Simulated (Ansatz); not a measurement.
The reference is PbS in the rock salt structure (space group Fm-3m, No. 225; a = 6.0090 Å).

Method: PBE, PAW, 420 eV (Ansatz, a program for electronic structure; without spin-orbit coupling), earlier PAW set.

One change was made to it. Results:

The band gap becomes zero (base: 0.50 eV); the shortest interatomic distance decreases by 0.526 Å, from 3.005 Å to 2.479 Å.

**Question.** Name the change that was made.
A) pressure −1 GPa
B) pressure 50 GPa
C) pressure −2 GPa
D) pressure 100 GPa
E) pressure 3 GPa

**Answer.** D, pressure 100 GPa. For comparison, the shortest interatomic distance in the other runs: pressure 50 GPa gives 2.624 Å; pressure −1 GPa gives 3.025 Å; pressure 3 GPa gives 2.954 Å; pressure −2 GPa gives 3.047 Å.

A case with no gap was solved on a k-mesh chosen for an insulator, which is coarse for it. With Pb present, leaving out spin-orbit coupling can change the band edges. Load acts through the strain it causes; cell and atoms are relaxed under it. Stability against distortions was not tested. No other phases were tried under pressure. All final runs are without spin polarisation. The zero or small gap of PbS under pressure 50 GPa can change with the level of theory.
